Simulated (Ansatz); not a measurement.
Pressure series in hypothetical diamond W

Consider W in the diamond structure (space group Fd-3m, No. 227; a hypothetical phase, not in the database extracts checked).

```xyz
2
Lattice="0.0000 2.9147 2.9147 2.9147 0.0000 2.9147 2.9147 2.9147 0.0000" Properties=species:S:1:pos:R:3 pbc="T T T"
W      1.4574     1.4574     1.4574
W      0.0000     0.0000     0.0000
```

Cell and atoms are relaxed at each pressure.

The values are results of PBE, PAW, 420 eV (Ansatz, a first-principles code; spin-orbit coupling left out), not measurements.

Two rows of this table had their results exchanged by mistake.

```json
[
 {"pressure": "pressure −2 GPa", "volume per atom (Å³)": "24.70", "shortest distance (Å)": "2.522", "band gap": "zero"},
 {"pressure": "pressure −1 GPa", "volume per atom (Å³)": "24.98", "shortest distance (Å)": "2.531", "band gap": "zero"},
 {"pressure": "pressure 0.3 GPa", "volume per atom (Å³)": "25.20", "shortest distance (Å)": "2.539", "band gap": "zero"},
 {"pressure": "pressure 0.7 GPa", "volume per atom (Å³)": "24.62", "shortest distance (Å)": "2.519", "band gap": "zero"},
 {"pressure": "pressure 1.5 GPa", "volume per atom (Å³)": "24.46", "shortest distance (Å)": "2.514", "band gap": "zero"},
 {"pressure": "pressure 3 GPa", "volume per atom (Å³)": "24.18", "shortest distance (Å)": "2.504", "band gap": "zero"},
 {"pressure": "pressure 5 GPa", "volume per atom (Å³)": "23.82", "shortest distance (Å)": "2.492", "band gap": "zero"},
 {"pressure": "pressure 7.5 GPa", "volume per atom (Å³)": "23.41", "shortest distance (Å)": "2.477", "band gap": "zero"},
 {"pressure": "pressure 10 GPa", "volume per atom (Å³)": "23.02", "shortest distance (Å)": "2.464", "band gap": "zero"}
]
```

### Question
Which two?

### Answer
The rows for pressure −2 GPa and pressure 0.3 GPa: the volume has to fall steadily with pressure, so 25.20 Å³ belongs to pressure −2 GPa and 24.70 Å³ to pressure 0.3 GPa.

Load acts through the strain it causes; cell and atoms are relaxed under it. Stability against distortions was not tested. No other phases were tried under pressure. All final runs are without spin polarisation. W has a high density of states at the Fermi level and may be magnetic at this level.
